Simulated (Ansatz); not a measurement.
CrGa₄ (Im-3m): resistivity and electron-phonon coupling

Input:

```
CrGa4
1.0
   -2.78981     2.78981     2.78981
    2.78981    -2.78981     2.78981
    2.78981     2.78981    -2.78981
Cr Ga
1 4
Direct
  0.00000   0.00000   0.00000
  0.00000   0.00000   0.50000
  0.00000   0.50000   0.00000
  0.50000   0.50000   0.50000
  0.50000   0.00000   0.00000
```

Calculation: PBEsol, DFPT electron-phonon coupling, linearised Boltzmann equation (plane waves, PAW, scalar-relativistic; Ansatz, a program for electronic structure). Geometry: relaxed with this functional, without spin-orbit coupling.

The resistivity at 300 K is 22 μΩ·cm and the drude plasma energy comes out as 1.40 eV.

A metal at this level (no band gap). Only scattering by harmonic phonons is included (no impurities, grain boundaries, electron-electron scattering or thermal expansion). Spin-orbit coupling is left out. Few carriers conduct, so the values hang on small band overlaps. The run warned that the eigensolver left some states short of its tolerance. Halving the electron mesh (20x20x20) moves the resistivity by up to 5 % at 300 K. Smearing 0.20 eV; phonons on a 4x4x4 q mesh, which this run doesn't test and which matters most at low temperature.

Computed structure, not matched to a measured one here, so possibly hypothetical: CrGa4 (Im-3m). Treated as nonmagnetic (a ferromagnetic start lost its moment, other orders weren't tried): CrGa4 (Im-3m).
